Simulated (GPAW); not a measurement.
## Input and output of a self-consistent single point for Pt (Im-3m, 1 atom in the cell) (GPAW)

Level of theory: LDA (Perdew-Wang 92), GPAW PAW datasets LDA (gpaw-data 1.0.1) (plane waves; GPAW).

This input was run:

```python
from ase import Atoms
from ase.units import GPa
from gpaw import GPAW, PW, FermiDirac

atoms = Atoms(['Pt'],
              cell=[[-1.579467, 1.579467, 1.579467],
                    [1.579467, -1.579467, 1.579467],
                    [1.579467, 1.579467, -1.579467]],
              scaled_positions=[[0.000000, 0.000000, 0.000000]],
              pbc=True)

calc = GPAW(mode=PW(550),
            xc='LDA',
            kpts=(11, 11, 11),
            occupations=FermiDirac(0.1),
            nbands=-7,
            symmetry={'symmorphic': False, 'tolerance': 0.0005},
            maxiter=120,
            txt='-')

atoms.calc = calc

energy = atoms.get_potential_energy()
print('Energy (eV):', round(energy, 6))
forces = atoms.get_forces()
print('Forces (eV/Ang):')
print(forces.round(5))
stress = atoms.get_stress()
print('Stress (GPa, Voigt):', (stress / GPa).round(4))
```

Output (repeated stretches shortened):

```
Input parameters:
  kpts: [11 11 11]
  maxiter: 120
  mode: {ecut: 550.0,
         name: pw}
  nbands: -7
  occupations: {fixmagmom: False,
                name: fermi-dirac,
                width: 0.1}
  symmetry: {symmorphic: False,
             tolerance: 0.0005}

species:
  Pt:
    name: Platinum
    Z: 78.0
    valence: 16
    core: 62
    charge: 0.0
    file: Pt.LDA.gz

    # Using partial waves for Pt as LCAO basis

Reference energy: -500096.748869  # eV

Spin-paired calculation

Convergence criteria:
 Maximum [total energy] change in last 3 cyles: 0.0005 eV / valence electron
 Maximum integral of absolute [dens]ity change: 0.0001 electrons / valence electron
 Maximum integral of absolute [eigenst]ate change: 4e-08 eV^2 / valence electron
 Maximum number of scf [iter]ations: 120

Symmetries present (total): 48
Symmetries with fractional translations: 0
1331 k-points: 11 x 11 x 11 Monkhorst-Pack grid
56 k-points in the irreducible part of the Brillouin zone
       k-points in crystal coordinates                weights
   0:     0.00000000    0.00000000    0.00000000          1/1331
   1:     0.09090909    0.00000000    0.00000000         12/1331
   2:     0.09090909    0.09090909   -0.09090909          6/1331
   [... 7 lines left out ...]
          ...
  55:     0.45454545    0.45454545    0.45454545          8/1331

Wave functions: Plane wave expansion
  Cutoff energy: 550.000 eV
  Number of coefficients (min, max): 451, 472
  Pulay-stress correction: 0.000000 eV/Ang^3 (de/decut=0.000000)

Occupation numbers: Fermi-Dirac:
  width: 0.1000  # eV

Eigensolver

Densities:
  Coarse grid: 15*15*15 grid
  Fine grid: 30*30*30 grid
  Total Charge: 0.000000

Density mixing:
  Method: separate
  Backend: pulay
  Linear mixing parameter: 0.05
  old densities: 5
  Damping of long wavelength oscillations: 50

Hamiltonian:
  XC and Coulomb potentials evaluated on a 30*30*30 grid
  External potential:
    NoExternalPotential

Number of atoms: 1
Number of atomic orbitals: 12
Number of bands in calculation: 15
Number of valence electrons: 16
Bands to converge: occupied

Density initialized from atomic densities
  12 bands from LCAO basis set
  3 bands from random numbers

Atomic positions and initial magnetic moments

Positions:
   0 Pt     0.000000    0.000000    0.000000    ( 0.0000,  0.0000,  0.0000)

Unit cell:
           periodic     x           y           z      points  spacing
  1. axis:    yes   -1.579467    1.579467    1.579467    15     0.1489
  2. axis:    yes    1.579467   -1.579467    1.579467    15     0.1489
  3. axis:    yes    1.579467    1.579467   -1.579467    15     0.1489

  Lengths:   2.735717   2.735717   2.735717
  Angles:  109.471221 109.471221 109.471221

Effective grid spacing dv^(1/3) = 0.1671

     iter     time        total  log10-change:
                         energy   eigst   dens
iter:   1 --:--:--    -8.228978
iter:   2 --:--:--    -8.136769   -1.93  -1.42
iter:   3 --:--:--    -7.762507   -1.87  -1.46
iter:   4 --:--:--    -7.738409   -3.52  -2.03
iter:   5 --:--:--    -7.734117   -3.33  -2.22
iter:   6 --:--:--    -7.727581   -3.60  -2.36
iter:   7 --:--:--    -7.727397c  -5.59  -3.19
iter:   8 --:--:--    -7.727433c  -5.06  -3.27
iter:   9 --:--:--    -7.727434c  -7.20  -4.26c
iter:  10 --:--:--    -7.727435c  -6.94  -4.16c
iter:  11 --:--:--    -7.727434c  -7.04  -4.28c
iter:  12 --:--:--    -7.727433c  -7.90c -4.12c

Converged after 12 iterations.

Dipole moment: (-0.000000, -0.000000, 0.000000) |e|*Ang

Energy contributions relative to reference atoms: (reference = -500096.748869)

Kinetic:        -11.178389
Potential:       +9.000352
External:        +0.000000
XC:              -4.920299
Entropy (-ST):   -0.047531
Local:           -0.605333
SIC:             +0.000000
--------------------------
Free energy:     -7.751198
Extrapolated:    -7.727433

Showing only first 2 kpts
 Kpt  Band  Eigenvalues  Occupancy
  0     6      7.23153    2.00000
  0     7      9.73002    1.99986
  0     8      9.73002    1.99986
  0     9     28.25469    0.00000

  1     6      7.49792    2.00000
  1     7      9.57157    1.99997
  1     8      9.74001    1.99984
  1     9     28.37314    0.00000

Fermi level: 10.68571

No gap
No difference between direct/indirect transitions
Energy (eV): -7.727433

Forces in eV/Ang:
  0 Pt    0.00000    0.00000    0.00000

Stress tensor:
     0.089823     0.000000    -0.000000
     0.000000     0.089823     0.000000
    -0.000000     0.000000     0.089823
Stress (GPa, Voigt): [14.3913 14.3913 14.3913  0.     -0.      0.    ]
```

The run converged in 12 iterations. GPAW prints stress with tension positive.

The starting cell comes from a database of computed structures (which also holds hypothetical and non-ambient phases and stackings), without a prior relaxation at this level. Its lattice was rescaled by up to half a per cent. Spin-orbit coupling is off. Spin polarisation is off. With a pressure of about -14 GPa the cell is away from its equilibrium volume at this level.
